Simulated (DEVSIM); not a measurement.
Structure: Pd/Al2O3/p-Ge capacitor, at 250 K.

| layer (left to right) | material | thickness (nm) | Na (cm⁻³) |
|---|---|---|---|
| 1 | Al2O3 | 9.20 | - |
| 2 | Ge | 14000 | 1.9e15 |

Metal gate on the left, work function 5.2 eV. Fixed charge at the semiconductor interface -5.1e10 cm⁻² (in units of +e); no interface traps.

This is a model device: material constants are rounded textbook-type values typed into the input, and sizes, dopings and lifetimes were drawn at random. Values at 300 K; Nc and Nv go as T^1.5, mobilities as T to minus their exponent, the gap by Varshni's rule with the affinity fixed.

```tsv
parameter	Al2O3	Ge
gap (eV)	6.8	0.664
affinity (eV)	1.35	4
permittivity	9	16
Nc (cm⁻³)	-	1.04e19
Nv (cm⁻³)	-	6e18
Varshni α (eV/K)	-	0.000477
Varshni β (K)	-	235
```

Simulated with DEVSIM: 1D Poisson equation in equilibrium, Boltzmann statistics, complete ionisation; no quantum confinement or tunnelling. Metal contacts follow the ideal Schottky-Mott rule: no Fermi-level pinning, no interface dipoles.

The Al2O3 thickness was swept, all else fixed.

```csv
Al2O3 thickness (μm),capacitance of the dielectric stack (μF/cm²),threshold voltage (band bending 2φF) (V)
0.0037,2.15,1.03
0.0051,1.56,1.04
0.0064,1.25,1.04
0.0078,1.02,1.05
0.0092,0.866,1.05
0.011,0.724,1.06
```

From the first row to the last the capacitance of the dielectric stack goes from 2.15 to 0.724. From the first row to the last the threshold voltage (band bending 2φF) goes from 1.03 to 1.06.
